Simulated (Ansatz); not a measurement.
Converging the plane-wave cutoff: AlNi (Cmm2, 2 atoms in the cell)

```yaml
crystal:
  lattice:
    - [1.93288, -1.94733, 0.00000]
    - [1.93288, 1.94733, 0.00000]
    - [0.00000, 0.00000, 3.09013]
  atoms:
    - { symbol: Al, position: [0.00000, 0.00000, 0.01618] }
    - { symbol: Ni, position: [0.50000, 0.50000, 0.50000] }
```

Method of the run: PBEsol, PAW files made with PBE (plane waves; Ansatz, a program for electronic structure).

Base settings: basis.ecutwfc = 30.9 Ry; kpoints.mp_grid.grid = 12 12 11; hamiltonian.xc = pbesol; hamiltonian.pseudopotentials = {kind: paw} (the program's default PAW files); scf.occupations.method = gaussian; scf.occupations.width = 0.0073 Ry.

The second cell is the first with its lattice scaled by 0.98.

The mesh stays at the base's, so the ladder's end is converged at best in this setting alone.

The first pressure column holds Ansatz's estimate of the finite-basis (Pulay) stress, which hides part of the cutoff error; the other is without it.

Only quantities that move along the ladder and can be compared are tabulated.

The count of work is k-points × plane waves × bands × iterations; it is no time. 

The starting cell comes from a database of computed structures (which also holds hypothetical and non-ambient phases and stackings), without a prior relaxation at this level. Its lattice was rescaled by up to half a per cent. One atom was moved a little off its site on purpose. Spin polarisation is off.

| basis.ecutwfc | free energy less the last step's (meV/atom) | energy of the compressed cell less the first (meV/atom) | pressure (GPa) | pressure without the Pulay estimate (GPa) | largest difference of a force vector from the last step's (eV/Å) | count of work / last |
|---|---|---|---|---|---|---|
| 10.7 Ry | 57286.96 | 187.46 | -46.26 | -2780.78 | 0.478 | 0.075 |
| 12.5 Ry | 24014.05 | -21.63 | -2.03 | -1299.56 | 0.370 | 0.062 |
| 14 Ry | 11858.79 | 48.58 | 14.53 | -708.77 | 0.179 | 0.083 |
| 15.4 Ry | 6090.97 | 65.47 | 11.81 | -398.64 | 0.081 | 0.081 |
| 16.9 Ry | 2964.37 | 52.94 | 5.72 | -215.45 | 0.020 | 0.098 |
| 18.4 Ry | 1423.83 | 43.94 | 4.51 | -115.75 | 0.062 | 0.11 |
| 21.7 Ry | 233.47 | 40.92 | 3.61 | -24.24 | 0.008 | 0.14 |
| 24.6 Ry | 33.73 | 36.87 | 2.65 | -2.92 | 0.003 | 0.19 |
| 27.9 Ry | 3.61 | 34.58 | 2.17 | 1.73 | 0.000 | 0.23 |
| 30.9 Ry | 1.88 | 34.39 | 2.13 | 2.09 | 0.000 | 0.28 |
| 33.8 Ry | 1.46 | 34.39 | 2.13 | 2.09 | 0.000 | 0.30 |
| 37.1 Ry | 1.01 | 34.40 | 2.14 | 2.10 | 0.000 | 0.35 |
| 41.5 Ry | 0.68 | 34.37 | 2.13 | 2.11 | 0.000 | 0.42 |
| 46.3 Ry | 0.43 | 34.36 | 2.13 | 2.11 | 0.000 | 0.49 |
| 54 Ry | 0.14 | 34.35 | 2.12 | 2.11 | 0.000 | 0.61 |
| 61.7 Ry | 0.08 | 34.34 | 2.12 | 2.12 | 0.000 | 0.78 |
| 74.2 Ry | 0.00 | 34.33 | 2.12 | 2.12 | 0.000 | 1.0 |

Coarsest basis.ecutwfc that holds the free energy within 5 meV/atom of the last step, with all finer ones: 27.9 Ry, at 0.23 of the last step's count of work; the step before is off by 34 meV/atom.

Coarsest basis.ecutwfc that holds the forces within 0.005 eV/Å of the last step, with all finer ones: 24.6 Ry, at 0.19 of the last step's count of work; the step before is off by 0.008 eV/Å.

Coarsest basis.ecutwfc that holds the pressure within 1 GPa of the last step, with all finer ones: 24.6 Ry, at 0.19 of the last step's count of work; the step before is off by 1.5 GPa.

The energy difference between the two cells stays within 1 meV/atom of the last step's from 27.9 Ry on, the total only from 41.5 Ry on: much of the error is common to both cells and cancels.

At the lowest cutoff the pressure without the Pulay estimate lies 2780 GPa under the last step's, the usual sign of Pulay stress in an incomplete plane-wave basis.

Keys are those of Ansatz 0.2.
